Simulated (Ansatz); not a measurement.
Take CsSnI₃ in the cubic perovskite structure (space group Pm-3m, No. 221) as the base.

```yaml
crystal:
  lattice:
    - [6.13052, 0.00000, 0.00000]
    - [0.00000, 6.13052, 0.00000]
    - [0.00000, 0.00000, 6.13052]
  atoms:
    - { symbol: Cs, position: [0.00000, 0.00000, 0.00000] }
    - { symbol: Sn, position: [0.50000, 0.50000, 0.50000] }
    - { symbol: I, position: [0.50000, 0.00000, 0.50000] }
    - { symbol: I, position: [0.00000, 0.50000, 0.50000] }
    - { symbol: I, position: [0.50000, 0.50000, 0.00000] }
```

Cartesian axes are those of the cell as printed.

Method: Kohn–Sham DFT with the PBEsol functional, run in Ansatz (an electronic-structure program) with PAW and 420 eV plane waves, no SOC.

Before the change:

| Item | Result |
|---|---|
| Volume per atom | 46.08 Å³ |
| Band gap | 0.10 eV |

It is then changed as follows: tensile biaxial strain of 3.00 % in the plane normal to [001], as in epitaxy on a mismatched substrate; the out-of-plane cell vector and the atoms relax.

Q: Estimate the effect on the volume per atom and band gap.

A: The volume per atom grows by 2.50 Å³, from 46.08 Å³ to 48.58 Å³; the band gap rises by 0.14 eV, from 0.10 eV to 0.24 eV.

With I present, leaving out spin-orbit coupling can change the band edges. No phonon test of stability was made. Many cubic perovskites are stable only at high temperature; tilts and polar distortions were not tested. A zero or small gap of CsSnI3 can be the functional's error rather than a property of the material.
